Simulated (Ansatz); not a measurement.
Sensitivity of a calculation on Sr₂Bi₃ (Pnna, 20 atoms in the cell) to its settings

```xyz
20
Lattice="15.9280 0.0000 0.0000 0.0000 6.9221 0.0000 0.0000 0.0000 6.7244" Properties=species:S:1:pos:R:3 pbc="T T T"
Sr     3.9820     0.0000     0.3833
Sr     3.9820     3.4610     2.9789
Sr    11.9460     0.0000     6.3411
Sr    11.9460     3.4610     3.7455
Bi     2.4513     0.4430     3.8921
Bi     5.5127     6.4791     3.8921
Bi     2.4513     3.0180     6.1945
Bi     5.5127     3.9040     6.1945
Bi    13.4767     6.4791     2.8323
Bi    10.4153     0.4430     2.8323
Bi    13.4767     3.9040     0.5299
Bi    10.4153     3.0180     0.5299
Sr     0.0016     1.7305     1.6811
Sr     7.9624     5.1916     1.6811
Sr    15.9264     5.1916     5.0433
Sr     7.9656     1.7305     5.0433
Bi     6.8395     1.7305     1.6811
Bi     1.1245     5.1916     1.6811
Bi     9.0885     5.1916     5.0433
Bi    14.8035     1.7305     5.0433
```

Base run A: LDA (PW92), default PAW files made with PBE in Ansatz (an electronic-structure program), self-consistent single point.

Its settings: basis.ecutwfc = 420 eV; kpoints.mp_grid.grid = 2 3 3; kpoints.mp_grid.shift = 0.5 0.5 0.5; hamiltonian.xc = lda; hamiltonian.pseudopotentials = {kind: paw} (the program's default PAW files); scf.occupations.method = cold; scf.occupations.width = 0.272 eV.

The starting cell comes from a database of published, mostly measured structures (it also holds non-ambient and calculated ones), without a prior relaxation at this level. Its lattice was rescaled by a random factor within 2.5 % of one. In the base run, with a pressure of about -4 GPa the cell is away from its equilibrium volume at this level. Ansatz's pressure includes its estimate of the finite-basis (Pulay) stress.

ΔF is the free energy per atom less that of run A. A dash stands where there is no value to compare (another energy zero or no entropy term, no result, no spin, no clean gap, or a mesh too coarse for one). Total energies depend on the potentials, the functional and any Hubbard or dispersion term, so they are compared only between runs that share all of them.

Runs:
- B: kpoints.mp_grid.shift: 0.5 0.5 0.5 → default
- C: hamiltonian.xc: lda → pbesol; magnetization.noncollinear: default → true; magnetization.spin_orbit: default → true [PBEsol with spin-orbit coupling]
- D: crystal.symmetry.detect: default → false
- E: scf.convergence.dr2_threshold: default (1e-07 eV) → 0.1 eV
- F: kpoints.mp_grid.grid: 2 3 3 → 3 6 6
- G: scf.mixing.algorithm: default (the program chose MSR1) → anderson; scf.mixing.beta: default → 0.1
- H: scf.mixing.preconditioner: default (the program chose Kerker) → ldos
- I: scf.mixing.algorithm: default (the program chose MSR1) → anderson; scf.mixing.ndim: default → 4

| run | ΔF (meV/atom) | pressure (GPa) | largest force (eV/Å) | k-points |
|---|---|---|---|---|
| A | 0.00 | -3.74 | 0.229 | 4 |
| B | -4.0 | -3.80 | 0.206 | 8 |
| C | – | -2.15 | 0.074 | 4 |
| D | 0.00 | -3.74 | 0.229 | 9 |
| E | 0.31 | -3.73 | 0.219 | 4 |
| F | -5.6 | -3.83 | 0.183 | 18 |
| G | 0.00 | -3.74 | 0.229 | 4 |
| H | 0.00 | -3.74 | 0.229 | 4 |
| I | 0.00 | -3.74 | 0.229 | 4 |

Run B against A: The free energy falls by 4.0 meV/atom, the pressure moves little (-3.74 to -3.80 GPa) and the largest force goes from 0.229 to 0.206 eV/Å.

Run F against A: The free energy drops by 5.6 meV/atom, the pressure moves little (-3.74 to -3.83 GPa) and the largest force goes from 0.229 to 0.183 eV/Å.

Keys are those of Ansatz 0.2.
